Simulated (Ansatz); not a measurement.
Take Ga₂O₃ in the corundum structure (space group R-3c, No. 167; a = 4.950 Å, c = 13.306 Å (hexagonal axes)) as the base. Axes: x lies along a and z along c of the hexagonal cell.

Calculations: Ansatz (an electronic-structure program), LDA, PAW, cutoff 420 eV, scalar-relativistic without spin-orbit coupling.

For the base:

The band gap comes out as 3.04 eV and the pressure comes out as 0.0 kbar. The shortest interatomic distance is 1.911 Å.

Perturbation: a pure shear with ε_xz = ε_zx = 0.0120; the atoms relax in the strained cell.

Question: Estimate the effect on the energy relative to the base, band gap, pressure and shortest interatomic distance.

Answer: The energy increases by 1.5 meV/atom; the band gap hardly moves (3.04 eV against 3.05 eV); the pressure (mean of the normal stresses, compression positive) goes from zero to 1.2 kbar; the shortest interatomic distance falls by 0.010 Å, from 1.911 Å to 1.901 Å.

No phonon test of stability was made.
